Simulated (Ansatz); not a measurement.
The starting structures come from a database of crystals and need not be the phases stable at ambient conditions.

By PBEsol, the system below comes out a metal.

The ballistic (Sharvin) conductance counts the channels at the Fermi level: G/A = (e²/h) × channels of both spins per area.

Given:

```
YZn
1.0
    3.56237     0.00000     0.00000
    0.00000     5.03795     0.00000
    0.00000     2.51898     2.51898
Y Zn
1 1
Direct
  0.00000   0.00000   0.00000
  0.50000   0.50000   0.00000
```

Space group of this cell: Pm-3m, CsCl type. The cell is taken as given; by PBEsol its mean pressure is -2.2 GPa.

The current flows along the normal of the first two printed cell vectors, the (110) plane of the conventional cell. No spin-orbit coupling; the value is a mean over 0.1 eV about the Fermi level.

Q: State the ballistic conductance per area according to PBEsol run with Ansatz (a quantum-chemistry and plane-wave program).

A: 0.71 × 10¹⁵ S/m² for both spins.
